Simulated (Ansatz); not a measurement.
**Quick settings and what they miss: Zr6CoSb2 (P-62m, 9 atoms in the cell)**

Self-consistent single point.

```xyz
9
Lattice="7.7936 0.0000 0.0000 -3.8968 6.7494 0.0000 0.0000 0.0000 3.6231" Properties=species:S:1:pos:R:3 pbc="T T T"
Zr     1.8611     0.0000     1.8115
Zr     2.9662     5.1377     1.8115
Zr    -0.9306     1.6118     1.8115
Zr     4.6555     0.0000     0.0000
Zr     1.5690     2.7177     0.0000
Zr    -2.3277     4.0318     0.0000
Co     0.0000     0.0000     0.0000
Sb     0.0000     4.4996     1.8115
Sb     3.8968     2.2498     1.8115
```

Computed with LDA (PW92), PAW files made with PBE (plane waves; Ansatz, a first-principles code).

Base settings: basis.ecutwfc = 420 eV; kpoints.mp_grid.grid = 4 4 7; hamiltonian.xc = lda; hamiltonian.pseudopotentials = {kind: paw} (the program's default PAW files); scf.occupations.method = methfessel_paxton; scf.occupations.width = 0.2 eV.

Tight run (finer mesh or higher cutoff; not a proven limit): basis.ecutwfc: 420 eV → 590 eV; kpoints.mp_grid.grid: 4 4 7 → 6 6 10; scf.convergence.dr2_threshold: default (1e-07 eV) → 1e-09 eV. It gave Fermi level (on the code's own zero) 14.37 eV; pressure -6.37 GPa; largest force (vector length) 0.071 eV/Å.

Quick runs, as changes from the base:
- A: the base itself
- B: kpoints.mp_grid.grid: 4 4 7 → 4 4 4; hamiltonian.xc: lda → pbesol; scf.convergence.dr2_threshold: default (1e-07 eV) → 0.001 eV [PBEsol]
- C: basis.ecutwfc: 420 eV → 250 eV; kpoints.mp_grid.grid: 4 4 7 → 1 1 1; scf.occupations.method: methfessel_paxton → fermi_dirac; scf.occupations.width: 0.2 eV → 0.136 eV
- D: basis.ecutwfc: 420 eV → 295 eV; kpoints.mp_grid.grid: 4 4 7 → 4 4 4; hamiltonian.xc: lda → pbesol; scf.convergence.dr2_threshold: default (1e-07 eV) → 0.0001 eV [PBEsol]

Energies are extrapolated to zero smearing width, which holds to low order in the width alone.

Dashes: energy of B, D, another energy zero.

† marks runs with another functional, U, potentials or spin treatment: their distance from the tight run is not a convergence error alone.

The count of work is k-points × plane waves × bands × iterations; it is no time. 

Pressures in the table are Ansatz's without its Pulay estimate, at a fixed set of plane waves; the tight run's value above holds the estimate.

The starting cell comes from a database of computed structures (which also holds hypothetical and non-ambient phases and stackings), without a prior relaxation at this level. Its lattice was rescaled by a random factor within 2.5 % of one. Spin polarisation is off. In the base run, with a pressure of about -6 GPa the cell is away from its equilibrium volume at this level.

| run | energy less tight (meV/atom) | pressure less tight (GPa) | largest miss in a force vector (eV/Å) | count of work / tight |
|---|---|---|---|---|
| A | 1.4 | 0.07 | 0.055 | 0.21 |
| B† | – | 2.76 | 0.162 | 0.11 |
| C | 856.6 | -19.38 | 0.544 | 0.0060 |
| D† | – | -0.70 | 0.193 | 0.072 |

Among the runs at the tight run's level, the energy misses run from 1.4 to 856.6 meV/atom.

Left out of this page: 1 run of the series outside the window shown, repeating another row's setting, or not comparable; 1 run of the series unsound by tests on forces, stress, charge or solver warnings.

Keys are those of Ansatz 0.2.
